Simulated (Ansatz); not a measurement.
## A computed series for Sr: response to strain

The reference is Sr in the fcc (Cu type) structure (space group Fm-3m, No. 225; a = 6.0999 Å). Axes: x, y, z lie along the cube axes.

Strains are applied to the cell and any free atomic positions relax; under biaxial strain the out-of-plane vector relaxes too.

Method: r2SCAN (Ansatz, an electronic-structure program, PAW, no SOC).

Candidates:
(a) uniaxial strain ε_zz = −2.05 %
(b) isotropic strain +2.51 %
(c) isotropic strain +1.14 %
(d) biaxial strain +2.37 %, plane normal [111], relaxed out of plane
(e) biaxial strain −0.45 %, plane normal [001], relaxed out of plane

Notes on the quantities. energy relative to the base: free energy F.

Order them by energy relative to the base, lowest first.

(e) biaxial strain −0.45 %, plane normal [001], relaxed out of plane (+0.1 meV/atom), (a) uniaxial strain ε_zz = −2.05 % (+1.1 meV/atom), (c) isotropic strain +1.14 % (+2.3 meV/atom), (d) biaxial strain +2.37 %, plane normal [111], relaxed out of plane (+5.0 meV/atom), (b) isotropic strain +2.51 % (+11 meV/atom)

Stability against distortions was not tested.
